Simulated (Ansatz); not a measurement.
A self-consistent single point of the (001) slab of Ge (cut from a parent of space group no. 194; 4 atoms in the cell) with Ansatz (a quantum-chemistry and plane-wave program).

Method of the run: LDA (PW92), default PAW files made with PBE (plane waves; Ansatz).

The change in words: vacuum of 5 angstrom (first run: 14 Å). Reference geometry:
```
Ge
1.0
    3.97760     0.00000     0.00000
   -1.98880     3.44470     0.00000
    0.00000     0.00000    19.74030
Ge
4
Direct
  0.66667   0.33333   0.35461
  0.33333   0.66667   0.64540
  0.33333   0.66667   0.52092
  0.66667   0.33333   0.47908
```

Reference input (self-consistent single point, DFT, LDA (PW92), plane waves, default PAW files made with PBE): basis.ecutwfc = 420 eV; kpoints.mp_grid.grid = 9 9 1; hamiltonian.xc = lda; hamiltonian.pseudopotentials = {kind: paw} (the program's default PAW files); scf.occupations.method = fermi_dirac; scf.occupations.width = 0.1 eV. This run's input differs from it in these lines:

Ansatz 0.2 input:
```diff
@@ -4,8 +4,8 @@
     - [-1.98880100, 3.44470400, 0.00000000]
-    - [0.00000000, 0.00000000, 19.74030000]
+    - [0.00000000, 0.00000000, 10.74028200]
   atoms:
-    - { symbol: Ge, position: [0.66666700, 0.33333300, 0.35460500] }
-    - { symbol: Ge, position: [0.33333300, 0.66666700, 0.64539500] }
-    - { symbol: Ge, position: [0.33333300, 0.66666700, 0.52092400] }
-    - { symbol: Ge, position: [0.66666700, 0.33333300, 0.47907600] }
+    - { symbol: Ge, position: [0.66666700, 0.33333300, 0.23276900] }
+    - { symbol: Ge, position: [0.33333300, 0.66666700, 0.76723100] }
+    - { symbol: Ge, position: [0.33333300, 0.66666700, 0.53845800] }
+    - { symbol: Ge, position: [0.66666700, 0.33333300, 0.46154200] }
 basis:
```

Log, with long lists cut:

```
SCF iter   1: F=—  HF=-16859.132930 eV  |F-HF|=—  |Δ(HF+E_count)|=         —  Δρ=3.50e-3  dr2=2.68e-2  ethr=1.77e-3  ⟨swp⟩=6.0  Hψ=1587  notcnv=0
all-band conjugate gradients solve this SCF's bands
preconditioner: auto → LDOS
SCF iter   2: F=—  HF=-16859.129203 eV  |F-HF|=—  |Δ(HF+E_count)|=   3.73e-3  Δρ=8.87e-4  dr2=1.27e-3  ethr=4.79e-5  ⟨swp⟩=2.8  Hψ=897  notcnv=0
SCF iter   3: F=—  HF=-16859.129050 eV  |F-HF|=—  |Δ(HF+E_count)|=   1.53e-4  Δρ=4.81e-4  dr2=2.96e-4  ethr=2.26e-6  ⟨swp⟩=2.0  Hψ=749  notcnv=0
SCF iter   4: F=—  HF=-16859.128844 eV  |F-HF|=—  |Δ(HF+E_count)|=   2.06e-4  Δρ=1.60e-4  dr2=6.83e-5  ethr=5.29e-7  ⟨swp⟩=2.0  Hψ=743  notcnv=0
SCF iter   5: F=—  HF=-16859.128826 eV  |F-HF|=—  |Δ(HF+E_count)|=   1.76e-5  Δρ=4.21e-5  dr2=4.65e-6  ethr=1.22e-7  ⟨swp⟩=3.0  Hψ=771  notcnv=0
SCF iter   6: F=—  HF=-16859.128825 eV  |F-HF|=—  |Δ(HF+E_count)|=   1.15e-6  Δρ=1.29e-5  dr2=3.31e-7  ethr=8.30e-9  ⟨swp⟩=2.0  Hψ=624  notcnv=0
SCF iter   7: F=-16859.128825 eV  HF=-16859.128825 eV  |F-HF|=8.83e-9  |Δ(HF+E_count)|=   2.11e-8  Δρ=3.47e-6  dr2=2.39e-8  ethr=1.79e-10  ⟨swp⟩=5.2  Hψ=1435  notcnv=0
SCF 1 converged in 7 iterations: F = -16859.128825 eV  dr2 = 2.39e-8
Free energy (F): -16859.128825 eV
Internal energy: -16859.036665 eV  (E = F + TS)
E sigma→0 (E₀):  -16859.082745 eV
Entropy (-TS):   -0.092160 eV (-23.040 meV/atom)
Fermi energy:    2.936156 eV
--- Forces (eV/Å), atoms counted from 1 ---
  atom   1  Ge     0.00000000     0.00000000     0.00700246
  atom   2  Ge    -0.00000000    -0.00000000    -0.00700246
  atom   3  Ge     0.00000000     0.00000000     0.19969348
  atom   4  Ge     0.00000000    -0.00000000    -0.19969348
--- Stress (GPa, compression-positive) ---
       -5.233357      -0.000000       0.000000
       -0.000000      -5.233357       0.000000
        0.000000       0.000000      -0.780697
  P = ⅓ Tr σ = -3.7491 GPa (-37.491 kbar)
  The stress holds the Pulay correction. Without it, at fixed plane waves, as pw.x and ABINIT print it: P = -3.7645 GPa
```

The run converged in 7 iterations. Against the reference run the free energy goes down by 19.0 meV/atom and the largest force goes from 0.254 to 0.200 eV/Å.

The starting cell comes from a database of computed structures (which also holds hypothetical and non-ambient phases and stackings), without a prior relaxation at this level. The slab is cut from that crystal, and its faces are unrelaxed. Its lattice was rescaled by up to half a per cent. Spin polarisation is off, though cut faces can carry moments; the slab shows no gap.
